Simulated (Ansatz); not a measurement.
The structure below was relaxed with Kohn–Sham DFT with the PBEsol functional, run in Ansatz (a program for electronic structure) with PAW and 420 eV plane waves, scalar-relativistic without spin-orbit coupling.

```xyz
2
Lattice="2.9455 0.0000 0.0000 -1.4728 2.5509 0.0000 0.0000 0.0000 2.9994" Properties=species:S:1:pos:R:3 pbc="T T T"
B      0.0000     0.0000     0.0000
W      0.0000     1.7006     1.4997
```

### Question
Find the space group and the Wyckoff positions.

### Answer
Space group P-6m2 (No. 187); a = 2.946 Å, b = 2.946 Å, c = 2.999 Å, α = 90.00°, β = 90.00°, γ = 120.00°

```
atom  site  symmetry       x       y       z
----  ----  --------  ------  ------  ------
B       1a      -6m2  0.0000  0.0000  0.0000
W       1d      -6m2  0.3333  0.6667  0.5000
```

### Question
Describe the coordination.

### Answer
The crystal has 2 atoms in its conventional cell. Conventional cell: a = b = 2.946 Å, c = 2.999 Å, α = β = 90.00°, γ = 120.00°. B is coordinated by 6 W at 2.267 Å (trigonal prismatic). W is surrounded by 6 B at 2.267 Å and 8 W at 2.946–2.999 Å. (Neighbours: up to the widest gap in distance over summed covalent radii, below 1.35, at either atom; cation-cation and far metal-metal contacts left out.)

No phonon test of stability was made. All final runs are without spin polarisation. An odd electron count without spin: WB. The cell was made from WN by this change: N → B; the result is a hypothetical phase, not in the database extracts checked.
